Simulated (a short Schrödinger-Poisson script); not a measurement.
System: MOS inversion layer, Si3N4 on p-type Si(100), at 300 K.

From the gate side: 3.7 nm Si3N4; 1800 nm Si, acceptors 5.6e16 cm⁻³.

The device is made up for the run: typed textbook-type constants, with dimensions and the other settings drawn at random. Si3N4: permittivity 7.5, conduction-band edge (eV) 1.95, gap (eV) 5.1, electron mass (mₑ) 0.5. Si: permittivity 11.7, conduction-band edge (eV) 0, gap (eV) 1.124, Nv at 300 K (cm⁻³) 3.1e19.

Channel valleys (confinement mass, in-plane density-of-states mass, number): Δ2 0.916, 0.19, 2; Δ4 0.19, 0.417, 4. At the gate the conduction-band edge of layer 1 lies 2.37 eV − eVg above the Fermi level of the channel; the field vanishes at the back. Gaps are held at their typed values at every temperature. Mesh 0.03 nm at interfaces.

Solved with a short Schrödinger-Poisson script written for these runs: 1D Poisson equation in equilibrium, electrons quantum, Hartree (BenDaniel-Duke, 12 states a valley, the channel's in-plane mass for all, wave functions ending at the dielectric), parabolic valleys, classical holes, full ionisation, no traps, pinning or gate leakage.

| Vg (V) | electrons (cm⁻²) | C (μF/cm²) | Δ2 E0 (meV from the Fermi level) | Δ4 E0 (meV from the Fermi level) |
|---|---|---|---|---|
| 0.3 | 2.12e9 | 0.0868 | 226.7 | 254.4 |
| 0.4 | 5.94e10 | 0.326 | 138.9 | 168.4 |
| 0.5 | 4.23e11 | 0.869 | 84.5 | 118.5 |
| 0.6 | 1.04e12 | 1.11 | 56.6 | 96.6 |
| 0.7 | 1.78e12 | 1.23 | 38.7 | 84.6 |
| 0.8 | 2.56e12 | 1.30 | 25.3 | 76.7 |
| 0.9 | 3.39e12 | 1.35 | 14.5 | 71.1 |
| 1 | 4.24e12 | 1.38 | 5.4 | 66.6 |
| 1.1 | 5.11e12 | 1.41 | -2.7 | 63.0 |
| 1.2 | 5.99e12 | 1.43 | -10.0 | 60.0 |
| 1.3 | 6.89e12 | 1.44 | -16.8 | 57.3 |
| 1.4 | 7.79e12 | 1.45 | -23.1 | 54.9 |
| 1.5 | 8.70e12 | 1.47 | -29.1 | 52.7 |
| 1.6 | 9.62e12 | 1.47 | -34.8 | 50.7 |
| 1.7 | 1.05e13 | 1.48 | -40.4 | 48.8 |
| 1.8 | 1.15e13 | 1.49 | -45.7 | 47.0 |
| 1.9 | 1.24e13 | 1.50 | -50.9 | 45.3 |

Gate voltages with under 1e9 electrons/cm² are left out.

At Vg = 1.9 V the lowest Δ2 subband lies at -50.9 meV from the Fermi level. How many electrons does it hold, and what share of all?

The two-dimensional density of states is g m/(πħ²) = 1.59e11 cm⁻² meV⁻¹ (both spins), kT = 25.9 meV, so n = D kT ln(1 + exp(−E/kT)) = 8.62e12 cm⁻², 0.70 of the 1.24e13 cm⁻² in all.

Compare the slope of the sheet density between 1.7 and 1.9 V with the geometric capacitance of the layers between gate and channel.

q Δn/ΔV = 1.52 μF/cm²; ε0/Σ(t/ε) = 1.79 μF/cm². The ratio is 0.85: the channel acts as a further capacitance in series.
